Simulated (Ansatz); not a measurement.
Given:

```
CELL_PARAMETERS angstrom
      3.08741     0.00000     0.00000
     -1.54370     2.67377     0.00000
      0.00000     0.00000    10.10717
ATOMIC_POSITIONS crystal
  Si 0.66667 0.33333 0.93784
  Si 0.33333 0.66667 0.43784
  Si 0.00000 0.00000 0.68790
  Si 0.00000 0.00000 0.18790
  C  0.66667 0.33333 0.74980
  C  0.33333 0.66667 0.24980
  C  0.00000 0.00000 0.50045
  C  0.00000 0.00000 0.00045
```

Computed with PBEsol, rigid bands (plane waves, PAW, scalar-relativistic; Ansatz, a first-principles code). Condition of this run: hydrostatic pressure -2 GPa (the target of the relaxation). Cell: cell and atoms relaxed with PBEsol, then loaded as said.

Problem. What conductivity effective mass do dilute holes have at 300 K?

Solution. 1.26 (x), 1.26 (y), 1.41 (z) mₑ.

Problem. Predict the electron conductivity mass (n e² τ/σ) at 300 K, by direction if it differs.

Solution. 0.38 (x), 0.38 (y), 0.34 (z) mₑ.

Problem. And the band gap?

Solution. 2.12 eV at this level; semilocal functionals usually fall short of the measured gap.

Rigid bands, one relaxation time for all states, no polarons. Spin-orbit coupling is left out; where it splits the top of the valence band it changes the hole mass and lowers the gap by about a third of the splitting.
